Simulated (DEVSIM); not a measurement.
Device: abrupt Si p-n junction, at 300 K.

Layer 1 from the left is Si, thickness (μm) 50.0, Na (cm⁻³) 8.3e16, τn (s) 7.7e-7, τp (s) 7.7e-7. Layer 2 from the left is Si, thickness (μm) 0.570, Nd (cm⁻³) 2.6e16, τn (s) 7.7e-7, τp (s) 7.7e-7.

Left contact: ohmic. Right contact: ohmic. Voltage is applied to the left contact. Recombination: SRH at mid-gap, radiative, Auger. Mobility is μmin + (μ − μmin)/(1 + (N/Nref)^α).

Constants are typed, rounded textbook-type inputs, not results; the design itself was drawn at random and stands for no fabricated device. Values at 300 K.

Si: gap (eV) 1.124, affinity (eV) 4.05, permittivity 11.7, Nc (cm⁻³) 2.86e19, Nv (cm⁻³) 3.1e19, μn (cm²/Vs) 1417, μp (cm²/Vs) 470, μn,min 52, μp,min 45, Nref,n 9.7e16, Nref,p 2.2e17, αn 0.68, αp 0.72, B (cm³/s) 4.7e-15, Cn (cm⁶/s) 2.8e-31, Cp (cm⁶/s) 9.9e-32.

DEVSIM, 1D drift-diffusion, Boltzmann statistics, complete ionisation; no tunnelling, impact ionisation, image-force lowering or self-heating.

Dark forward current:

| |V| (V) | |J| (A/cm²) |
|---|---|
| 0.05 | 4.328e-9 |
| 0.10 | 1.986e-8 |
| 0.15 | 9.180e-8 |
| 0.20 | 4.909e-7 |
| 0.25 | 2.959e-6 |
| 0.30 | 1.906e-5 |
| 0.35 | 0.0001266 |
| 0.40 | 0.0008523 |
| 0.45 | 0.005761 |
| 0.50 | 0.03893 |
| 0.55 | 0.2607 |
| 0.60 | 1.654 |
| 0.65 | 8.311 |
| 0.70 | 25.92 |
| 0.75 | 53.46 |
| 0.80 | 87.25 |
| 0.85 | 125.3 |
| 0.90 | 166.5 |
| 0.95 | 210.6 |
| 1.00 | 257.4 |
| 1.05 | 306.6 |
| 1.10 | 358.4 |
| 1.15 | 412.7 |
| 1.20 | 469.6 |
| 1.25 | 529.1 |
| 1.30 | 591.2 |

### Question
Work out the local ideality factor n = ΔV / (kT/q · ln(J2/J1)) between the rows 0.15 and 0.20 V, 0.40 and 0.45 V, 1.25 and 1.30 V.

### Answer
kT/q = 25.85 mV. From 0.15 to 0.20 V: ln(4.909e-7/9.180e-8) = 1.677, n = 1.15. From 0.40 to 0.45 V: ln(0.005761/0.0008523) = 1.911, n = 1.01, near the 1 of diffusion or emission over a barrier. From 1.25 to 1.30 V: ln(591.2/529.1) = 0.111, n = 17.43.

### Question
Estimate the current at 0.40 V from the Shockley equation with J0 = Σ q ni² D/(N L) coth(W/L), τ joining the SRH, radiative and Auger lifetimes that are on, and W taken as the whole layer.

### Answer
ni² = 1.16e20 cm⁻⁶; electrons in the p layer: μ = 771 cm²/Vs, D = 19.9 cm²/s, τ = 7.69e-7 s, L = 39.1 μm, W/L = 1.3, term 1.33e-12 A/cm²; holes in the n layer: μ = 395 cm²/Vs, D = 10.2 cm²/s, τ = 7.70e-7 s, L = 28.0 μm, W/L = 0.020, term 1.28e-10 A/cm². J0 = 1.29e-10 A/cm², and J = J0 exp(qV/kT) = 0.000678 A/cm². The simulation gives 0.000852 A/cm²; the estimate lies 20 % below. The estimate leaves out recombination in the depletion region and that region's share of W.
